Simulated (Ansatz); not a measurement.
**Short convergence ladders for LuPt3 (P4mm, 4 atoms in the cell)**

```yaml
crystal:
  lattice:
    - [4.02556, 0.00000, 0.00000]
    - [0.00000, 4.02556, 0.00000]
    - [0.00000, 0.00000, 4.02556]
  atoms:
    - { symbol: Lu, position: [0.00000, 0.00000, 0.01242] }
    - { symbol: Pt, position: [0.00000, 0.50000, 0.50000] }
    - { symbol: Pt, position: [0.50000, 0.00000, 0.50000] }
    - { symbol: Pt, position: [0.50000, 0.50000, 0.00000] }
```

Base method: PBEsol, default PAW files made with PBE (plane waves; Ansatz, a quantum-chemistry and plane-wave program).

Base settings: basis.ecutwfc = 420 eV; kpoints.mp_grid.grid = 8 8 8; hamiltonian.xc = pbesol; hamiltonian.pseudopotentials = {kind: paw} (the program's default PAW files); scf.occupations.method = fermi_dirac; scf.occupations.width = 0.1 eV.

The count of work is k-points × plane waves × bands × iterations; it is no time. Core times come from one kind of shared machine, to one figure; runs under 30 s give none.

**The k-point mesh**

The second cell is the first with its lattice scaled by 0.98.

Only quantities that move along the ladder and can be compared are tabulated.

| kpoints.mp_grid.grid | free energy less the last step's (meV/atom) | energy of the compressed cell less the first (meV/atom) | pressure (GPa) | largest difference of a force vector from the last step's (eV/Å) | count of work / last | core time / last (rough) |
|---|---|---|---|---|---|---|
| 2 2 2 | 67.41 | 59.14 | 2.52 | 0.126 | 0.023 | – |
| 3 3 3 | -23.85 | 37.17 | -0.68 | 0.012 | 0.021 | – |
| 4 4 4 | 5.36 | 40.84 | -0.09 | 0.016 | 0.062 | – |
| 6 6 6 | -5.87 | 42.07 | 0.03 | 0.003 | 0.14 | – |
| 8 8 8 | 3.72 | 42.84 | 0.17 | 0.004 | 0.26 | – |
| 9 9 9 | 0.41 | 42.84 | 0.15 | 0.002 | 0.29 | 0.3 |
| 11 11 11 | 0.38 | 41.97 | 0.03 | 0.001 | 0.44 | 0.4 |
| 14 14 14 | 0.00 | 42.12 | 0.05 | 0.000 | 1.0 | 1 |

Coarsest kpoints.mp_grid.grid that holds the forces within 0.01 eV/Å of the last step, with all finer ones: 6 6 6, at 0.14 of the last step's count of work; the step before is off by 0.016 eV/Å.

Coarsest kpoints.mp_grid.grid that holds the free energy within 2 meV/atom of the last step, with all finer ones: 9 9 9, at 0.29 of the last step's count of work and about 0.3 of the last step's time; the step before is off by 3.7 meV/atom.

Coarsest kpoints.mp_grid.grid that holds the pressure within 0.2 GPa of the last step, with all finer ones: 4 4 4, at 0.062 of the last step's count of work; the step before is off by 0.72 GPa.

The energy difference between the two cells stays within 1 meV/atom of the last step's from 6 6 6 on, the total only from 9 9 9 on: much of the error is common to both cells and cancels.

**The k-point mesh at a smearing width of 0.05 eV**

In this ladder: scf.occupations.width = 0.05 eV.

The second cell is the first with its lattice scaled by 0.98.

Only quantities that move along the ladder and can be compared are tabulated.

| kpoints.mp_grid.grid | free energy less the last step's (meV/atom) | energy of the compressed cell less the first (meV/atom) | pressure (GPa) | largest difference of a force vector from the last step's (eV/Å) | count of work / last | core time / last (rough) |
|---|---|---|---|---|---|---|
| 3 3 3 | -23.69 | 35.85 | -0.86 | 0.016 | 0.012 | – |
| 4 4 4 | 4.60 | 40.59 | -0.14 | 0.024 | 0.033 | – |
| 5 5 5 | -10.11 | 44.33 | 0.37 | 0.015 | 0.033 | – |
| 8 8 8 | 4.77 | 42.10 | 0.08 | 0.004 | 0.14 | – |
| 11 11 11 | 0.08 | 41.01 | -0.12 | 0.001 | 0.23 | 0.2 |
| 13 13 13 | -0.24 | 41.75 | -0.03 | 0.001 | 0.36 | 0.4 |
| 19 19 19 | 0.00 | 41.42 | -0.06 | 0.000 | 1.0 | 1 |

Coarsest kpoints.mp_grid.grid that holds the free energy within 1 meV/atom of the last step, with all finer ones: 11 11 11, at 0.23 of the last step's count of work and about 0.2 of the last step's time; the step before is off by 4.8 meV/atom.

Coarsest kpoints.mp_grid.grid that holds the energy of the compressed cell less the first within 2 meV/atom of the last step, with all finer ones: 8 8 8, at 0.14 of the last step's count of work; the step before is off by 2.9 meV/atom.

Coarsest kpoints.mp_grid.grid that holds the forces within 0.005 eV/Å of the last step, with all finer ones: 8 8 8, at 0.14 of the last step's count of work; the step before is off by 0.015 eV/Å.

The energy difference between the two cells stays within 1 meV/atom of the last step's from 8 8 8 on, the total only from 11 11 11 on: much of the error is common to both cells and cancels.

**The width of Gaussian smearing**

In this ladder: kpoints.mp_grid.grid = 13 13 13; scf.occupations.method = gaussian.

Narrow widths need finer meshes than wide ones, so the last steps can hold mesh noise.

Only quantities that move along the ladder and can be compared are tabulated; pressure and forces are left out, as mesh noise rules them at narrow widths.

| scf.occupations.width | free energy less the last step's (meV/atom) | energy extrapolated to zero width less the last step's (meV/atom) | core time / last (rough) |
|---|---|---|---|
| 1 eV | -124.18 | -19.32 | 1 |
| 0.5 eV | -37.12 | -4.88 | 1 |
| 0.3 eV | -13.61 | -1.09 | 1.0 |
| 0.1 eV | 0.00 | 0.00 | 1 |

Widest scf.occupations.width that holds the free energy within 5 meV/atom: not settled: the last two steps still differ by 14 meV/atom, over half the tolerance, so the ladder does not show it.

Widest scf.occupations.width that holds the energy extrapolated to zero width within 2 meV/atom: not settled: the last two steps still differ by 1.1 meV/atom, over half the tolerance, so the ladder does not show it.

The extrapolation to zero width removes most of the smearing's effect on the energy.

On the base run: the starting cell comes from a database of computed structures (which also holds hypothetical and non-ambient phases and stackings), without a prior relaxation at this level. Its lattice was rescaled by up to half a per cent. One atom was moved a little off its site on purpose. Spin polarisation is off. Ansatz's pressure includes its estimate of the finite-basis (Pulay) stress.

Left out of this page: 2 runs of the series outside the window shown, repeating another row's setting, or not comparable.

Keys are those of Ansatz 0.2.
